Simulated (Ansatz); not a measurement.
SnO under a change: uniaxial strain ε_zz = −2.07 %

Base system: SnO in the litharge type structure (space group P4/nmm, No. 129; a = 3.7927 Å, c = 4.7644 Å; layered, stacked along the Cartesian z axis). Axes: x, y, z lie along a, b, c of the conventional cell.

One thing is altered: uniaxial strain ε_zz = −2.07 %, all other strain components held at zero; the atoms relax in the strained cell.

Calculations: Kohn–Sham DFT with the r2SCAN+rVV10 functional, run in Ansatz (a first-principles code) with PAW and 500 eV plane waves, no spin-orbit coupling, earlier PAW set. k-mesh 9×9×7 (Γ-centred); smearing 0.05 eV (Fermi–Dirac).

The volume per atom decreases by 0.35 Å³ to 16.78 Å³ and the space group remains P4/nmm (No. 129). The shortest interatomic distance drops by 0.002 Å to 2.214 Å and the energy goes up by 1.0 meV/atom. The band gap stays zero and the largest internal atomic displacement is 0.020 Å. The stress (xx, yy, zz, yz, xz, xy; compression positive) amounts to (0.3, 0.3, 0.9, 0.0, 0.0, 0.0) GPa (rough).

A case with no gap was solved on a k-mesh chosen for an insulator, which is coarse for it. Without a gap, meshes like the base's 9×9×7 leave anisotropic stresses uncertain by several tenths of a GPa, and small strain energies with them. Whether these cells are dynamically stable was not tested. All final runs are without spin polarisation. A zero or small gap of SnO can be the functional's error rather than a property of the material.
